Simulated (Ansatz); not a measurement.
LiNbSe2, pressure series

The parent structure is LiNbSe$_{2}$ (space group P6_3/mmc, No. 194; a = 3.524 Å, c = 13.556 Å; a cell from a computed database, its experimental status unchecked).

Cell and atoms are relaxed at each pressure.

All numbers come from Kohn–Sham DFT with the r2SCAN functional, run in Ansatz (a quantum-chemistry and plane-wave program) with PAW and 500 eV plane waves, without spin-orbit coupling.

```tsv
variant	smallest direct gap	shortest interatomic distance
base	1.42 eV	262.5 pm
pressure −2 GPa	1.35 eV	263.7 pm
pressure −1 GPa	1.38 eV	263.1 pm
pressure 3 GPa	1.51 eV	260.8 pm
pressure 7 GPa	1.61 eV	255.8 pm
pressure 15 GPa	1.79 eV	247.3 pm
pressure 30 GPa	1.85 eV	236.6 pm
pressure 50 GPa	1.82 eV	227.2 pm
pressure 75 GPa	(withheld)	(withheld)
pressure 100 GPa	1.67 eV	213.0 pm
```

Task: Fill in the withheld entries from the trend.

Result: 
- pressure 75 GPa, smallest direct gap: 1.75 eV
- pressure 75 GPa, shortest interatomic distance: 219.1 pm

Load acts through the strain it causes; cell and atoms are relaxed under it. Stability against distortions was not tested. Competing high-pressure phases were not computed.
